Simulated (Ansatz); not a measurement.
Take HfB₂ (space group P6/mmm, No. 191; a = 3.128 Å, c = 3.446 Å; relaxed with 0.1 eV smearing) as the base. Axes: x lies along a and z along c of the hexagonal cell.

All numbers come from PBEsol (Ansatz, a program for electronic structure, PAW, spin-orbit coupling left out).

Modification: an isotropic linear strain of −3.00 %; the atoms relax in the strained cell.

**Question.** Predict the stress tensor and what it implies for the stiffness.

**Answer.** Stress of the strained cell less that of the base (GPa, compression positive):
```
   29.5     0.0     0.0
    0.0    29.5     0.0
    0.0     0.0    26.7
```

Then B = −ΔP/(ΔV/V₀) with ΔV/V₀ = -0.0873 gives secant stiffness values (nonlinear terms included at this strain): B (at held cell shape, above the free-shape value) ≈ 327 GPa.

As a check, the harmonic strain energy −½ V₀ Δσ:ε is 78 meV/atom; the computed energy rise is 70 meV/atom.

No phonon test of stability was made. The final runs are not spin-polarised.
